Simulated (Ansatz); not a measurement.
Hypothetical zinc blende PbTe: pressure series

The parent structure is PbTe in the zinc blende structure (space group F-43m, No. 216; a = 7.336 Å; a hypothetical phase, not in the database extracts checked).

Cell and atoms are relaxed at each pressure.

All numbers come from PBE, PAW, 420 eV (Ansatz, an electronic-structure program; spin-orbit coupling left out), earlier PAW set.

```
case              band gap  volume per atom
----------------  --------  ---------------
base               0.64 eV         49.34 Å³
pressure −2 GPa    0.81 eV         54.62 Å³
pressure −1 GPa    0.72 eV         51.59 Å³
pressure 1.8 GPa   0.49 eV         46.28 Å³
pressure 4.2 GPa   0.31 eV         43.31 Å³
pressure 9 GPa        zero         39.22 Å³
pressure 18 GPa       zero         34.55 Å³
pressure 30 GPa       zero         30.79 Å³
pressure 45 GPa       zero         27.75 Å³
pressure 60 GPa       zero         25.68 Å³
```

The mesh was chosen for an insulator and is coarse for the gapless case. With Pb and Te present, leaving out spin-orbit coupling can change the band edges. Load acts through the strain it causes; cell and atoms are relaxed under it. Whether these cells are dynamically stable was not tested. No other phases were tried under pressure. The final runs are not spin-polarised. A zero or small gap of PbTe under pressure 9 GPa and PbTe under pressure 18 GPa can be the functional's error rather than a property of the material.
